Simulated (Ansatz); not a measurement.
Base system: MgS in the rock salt structure (space group Fm-3m, No. 225; a = 5.1820 Å).

Levels (all Ansatz, an electronic-structure program, PAW): PBEsol (420 eV, scalar-relativistic without spin-orbit coupling); r2SCAN (500 eV, no spin-orbit coupling).

Its gap is 2.73 eV with PBEsol and 3.49 eV with r2SCAN.

It is then changed as follows: a fraction x = 0.25 of the S sites is given to O, ordered in a cell of 8 atoms (starting symmetry I4/mmm) and fully relaxed.

With PBEsol the gap becomes 2.90 eV.

Task: If the r2SCAN correction stayed the same, what would the r2SCAN gap be, and what does the r2SCAN run give?

Result: A rigid correction of +0.76 eV gives 3.66 eV. The r2SCAN run gives 3.71 eV, so the correction itself changes by +0.05 eV.

Single points use the geometry relaxed with PBEsol. These are small ordered cells, not random alloys; other orderings at the same x differ. Whether these cells are dynamically stable was not tested.
